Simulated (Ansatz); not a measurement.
**Bi2Pt, response to strain**

The reference is Bi2Pt (space group Pa-3, No. 205; a = 6.721 Å). Axes: x, y, z lie along the cube axes.

Strains are applied to the cell and any free atomic positions relax.

Level of theory: PBEsol (Ansatz, an electronic-structure program; PAW; 420 eV plane waves; no spin-orbit coupling).

Notes on the quantities. energy relative to the base: free energy F; pressure: mean of the normal stresses, compression positive.

```json
[
 {"case": "base", "energy relative to the base": "0 meV/atom", "pressure": "0.0 GPa", "largest internal atomic displacement": "–", "volume per atom": "25.31 Å³"},
 {"case": "uniaxial strain ε_xx = +2.68 %", "energy relative to the base": "+8.4 meV/atom", "pressure": "-2.3 GPa", "largest internal atomic displacement": "0.027 Å", "volume per atom": "25.98 Å³"},
 {"case": "uniaxial strain ε_yy = −2.37 %", "energy relative to the base": "+7.1 meV/atom", "pressure": "2.4 GPa", "largest internal atomic displacement": "0.029 Å", "volume per atom": "24.71 Å³"},
 {"case": "uniaxial strain ε_zz = +2.29 %", "energy relative to the base": "+6.2 meV/atom", "pressure": "-2.0 GPa", "largest internal atomic displacement": "0.024 Å", "volume per atom": "25.88 Å³"},
 {"case": "uniaxial strain ε_zz = +2.80 %", "energy relative to the base": "+9.2 meV/atom", "pressure": "-2.4 GPa", "largest internal atomic displacement": "0.029 Å", "volume per atom": "26.01 Å³"}
]
```

Without a gap, meshes like the base's 6×6×6 leave anisotropic stresses uncertain by several tenths of a GPa, and small strain energies with them. Stability against distortions was not tested. All final runs are without spin polarisation.
